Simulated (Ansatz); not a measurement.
Functionals compared on the (100) surface of bcc Mo in its 1x1 cell (the real clean face reconstructs), outermost plane spacing 1.58 Å in the ideal cut, in Ansatz (plane waves, PAW). The structure was relaxed with PBE; the other rows are single points on it, each with its references at the same level. Cutoff 420 eV (500 eV for r2SCAN).

Set-up: 8 atoms, 11.1 Å thick at the start; mesh 12x12x1; 0.1 eV smearing; dipole correction on; all atoms relaxed; start symmetry kept, larger cells not searched; no spin, no spin-orbit, no U. These notes are the PBE run's.

| functional | surface energy (J/m²) | work function of the top face (eV) | rough cost of the single point |
|---|---|---|---|
| PBE | 3.22 | 3.85 | – |
| LDA | (withheld) | (withheld) | roughly 40 core-seconds |
| PBEsol | 3.55 | 3.94 | about 40 core-seconds (a rough figure) |
| RPBE | 3.03 | 3.67 | about 40 core-seconds (a rough figure) |
| r2SCAN | 3.48 | 3.76 | around 70 core-seconds (rough) |

Question: What belongs in the gaps?

Answer: 
- LDA, surface energy (J/m²): 3.65
- LDA, work function of the top face (eV): 4.17

Ansatz is a first-principles code.
